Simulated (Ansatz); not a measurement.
BAs (model structure, started from the GeS type, Pnma, No. 62, 8 atoms in the cell) was calculated with r²SCAN (Ansatz, an electronic-structure program, plane waves, PAW).

Run with plane-wave cutoff 560 eV, 10×16×10 k mesh (along the axes of the cell as run), Fermi–Dirac smearing 0.05 eV, scalar-relativistic PAW data made under PBE.

Cell (relaxed with PBE-D3(BJ)):

```
AsB
1.0
    6.54086     0.00000     0.00000
    0.00000     3.41258     0.00000
    0.00000     0.00000     5.68209
B As
4 4
Cartesian
  1.05280   0.85315   2.28083
  2.21763   2.55944   5.12188
  5.48806   2.55944   3.40126
  4.32323   0.85315   0.56022
  5.46498   0.85315   2.22563
  4.34631   2.55944  -0.61541
  1.07588   2.55944   3.45646
  2.19455   0.85315   6.29751
```

**Question.** Give the computed band gap.

**Answer.** 
band gap: 0.53 eV (on the SCF k mesh)

Note: the relaxation could raise the start's symmetry but not lower it, so the cell can be a saddle point; cell and atoms aren't relaxed at this level (pressure 1.0 GPa).

Spin–orbit coupling is not included.

The computed numbers hold no vibrational or temperature effects.

The result took around 2.9 core-minutes (rough).

A model structure was made by putting elements into a prototype or built by hand; it is no filed structure, need not be a known phase, and can be a saddle point held by its symmetry.
